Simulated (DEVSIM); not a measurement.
System: illuminated Si n-on-p cell, one wavelength, with a back-surface field, at 250 K.

Layer 1 from the left is Si, thickness (μm) 0.0510, Nd (cm⁻³) 5e18, τn (s) 6.3e-6, τp (s) 9.6e-5, absorption coefficient (cm⁻¹) 720. Layer 2 from the left is Si, thickness (μm) 53.0, Na (cm⁻³) 2.1e17, τn (s) 0.00033, τp (s) 0.00033, absorption coefficient (cm⁻¹) 720. Layer 3 from the left is Si, thickness (μm) 0.240, Na (cm⁻³) 1.4e18, τn (s) 0.00033, τp (s) 0.00033, absorption coefficient (cm⁻¹) 720.

Left contact: ohmic, minority hole recombination velocity 1000 cm/s. Right contact: ohmic, minority electron recombination velocity 10000 cm/s. Voltage is applied to the left contact. Recombination: SRH at mid-gap, radiative, Auger. Gap narrowing is on: ΔEg = 6.92 meV × (l + √(l² + 0.5)), l = ln(N/1.3e17 cm⁻³), shared equally by both band edges. Light enters at the left, 3.8e16 photons cm⁻² s⁻¹, one pass, no reflection. Mobility is μmin + (μ − μmin)/(1 + (N/Nref)^α).

The device is made up for the run: typed textbook-type constants, with dimensions and the other settings drawn at random. Values at 300 K; Nc and Nv go as T^1.5, mobilities as T to minus their exponent, the gap by Varshni's rule with the affinity fixed.

Si: gap (eV) 1.124, affinity (eV) 4.05, permittivity 11.7, Nc (cm⁻³) 2.86e19, Nv (cm⁻³) 3.1e19, μn (cm²/Vs) 1417, μp (cm²/Vs) 470, μn,min 52, μp,min 45, Nref,n 9.7e16, Nref,p 2.2e17, αn 0.68, αp 0.72, T exponent of μn 2.3, T exponent of μp 2.2, B (cm³/s) 4.7e-15, Cn (cm⁶/s) 2.8e-31, Cp (cm⁶/s) 9.9e-32, Varshni α (eV/K) 0.000473, Varshni β (K) 636.

DEVSIM, 1D drift-diffusion, Boltzmann statistics, complete ionisation; no tunnelling, impact ionisation, image-force lowering or self-heating.

### Question
What does the simulation give for the potential step across the device at zero bias, the dark forward voltage at 100 A/cm²?

### Answer
potential step across the device at zero bias 1.001 V; dark forward voltage at 100 A/cm² 0.939 V.
